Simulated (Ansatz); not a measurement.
The starting structures come from a database of crystals and need not be the phases stable at ambient conditions.

 Where the default PAW files enter, the runs use the earlier of Ansatz's two default sets.

By PBEsol, the system below comes out a metal.

Without scattering a metal conducts by its projected Fermi surface.

Input:

```yaml
crystal:
  lattice:
    - [4.12294, 0.00000, 0.00000]
    - [-2.06147, 3.57057, 0.00000]
    - [0.00000, 0.00000, 5.13888]
  atoms:
    - { symbol: Ba, position: [0.00000, 0.00000, 0.00000] }
    - { symbol: Si, position: [0.66667, 0.33333, 0.50000] }
    - { symbol: Si, position: [0.33333, 0.66667, 0.50000] }
```

Space group of this cell: P6/mmm. The cell is taken as given; by PBEsol its mean pressure is -2.0 GPa.

The current flows along the normal of the first two printed cell vectors, the (001) plane of the conventional cell. No spin-orbit coupling; the value is a mean over 0.1 eV about the Fermi level.

Problem. Compute, with PBEsol (Ansatz, a quantum-chemistry and plane-wave program), the ballistic conductance per area.

Solution. 0.33 × 10¹⁵ S/m² for both spins.
